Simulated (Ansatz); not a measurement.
Sn: isotropic strain +2.00 %

Consider Sn in the diamond structure (space group Fd-3m, No. 227; a = 6.656 Å; relaxed with 0.1 eV smearing).

One thing is altered: every lattice vector is stretched by 2.00 %, atoms relaxed at fixed cell.

Computed with Kohn–Sham DFT with the PBE functional, run in Ansatz (an electronic-structure program) with PAW and 420 eV plane waves, without spin-orbit coupling. Settings: 15×15×15 k-points, 0.1 eV Fermi–Dirac smearing.

- Volume per atom: 39.12 Å³ (base 36.86 Å³)
- Space group: Fd-3m (No. 227) (base Fd-3m (No. 227))
- Shortest interatomic distance: 2.940 Å (base 2.882 Å)
- Energy relative to the base (free energy F): +14 meV/atom
- Pressure: -1.8 GPa (base 0.0 GPa)
- Band gap: zero (base zero)

No phonon test of stability was made.
